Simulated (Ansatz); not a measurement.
For SnGe3 (I4/mmm, No. 139; start mp-979254), LDA (plane waves, PAW; Ansatz, a quantum-chemistry and plane-wave program) gives:

* **equilibrium lattice constant a**: 4.259 Å
* **lattice parameter c**: 8.853 Å
* **bulk modulus**: 70.7 GPa
* **cohesive energy**: 4.16 eV/atom

### Question
What does PBE (Ansatz, PAW) give for the same quantities?

### Answer

- lattice constant a: 4.397 Å (rises by 3.2 %)
- lattice parameter c: 8.967 Å (rises by 1.3 %)
- bulk modulus: 58.2 GPa (drops by 18 %)
- cohesive energy: 3.30 eV/atom (falls by 0.86 eV/atom)

Changes are worked out from the printed values.

Unless a cell is named, each level is at its own relaxed cell (LDA 20.07, PBE 21.67 Å³/atom).

Levels without +SOC leave out spin–orbit coupling, which shifts energies and cells of such heavy elements.

Caveats: the bulk modulus is −V dP/dV from two relaxed cells at ±2 % in volume (LDA, PBE); the relaxation could not lower the start's symmetry, so the cell can be a saddle point above a distorted one (LDA, PBE). Ansatz's density-functional and Hartree–Fock values are scalar-relativistic unless marked +SOC, with PAW data made under PBE.

A start named mp-… is a Materials Project structure, which can be a computed phase never made.
